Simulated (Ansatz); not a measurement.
# Sn: element substitutions

Base system: Sn (space group I4_1/amd, No. 141; a = 5.888 Å, c = 3.185 Å).

Each row replaces one element on all its sites; cell and atoms are relaxed.

Calculations: plane-wave PAW DFT at the r2SCAN level (Ansatz, an electronic-structure program, 500 eV), scalar-relativistic without spin-orbit coupling, earlier PAW set.

Candidates:
(a) Sn → Mo
(b) Sn → Pb
(c) Sn → Si

Base values:

```
Item                   Result
-------------------  --------
Lattice parameter a  588.8 pm
```

Order them by lattice parameter a, highest first.

(b) Sn → Pb (621.1 pm), (a) Sn → Mo (503.0 pm), (c) Sn → Si (479.2 pm)

Whether these cells are dynamically stable was not tested. As relaxed here, Mo and Pb are hypothetical phases, not in the database extracts checked. For Si in this form, whether it has been made was not checked. All final runs are without spin polarisation. This is not the structure that Si has at room temperature and ambient pressure.
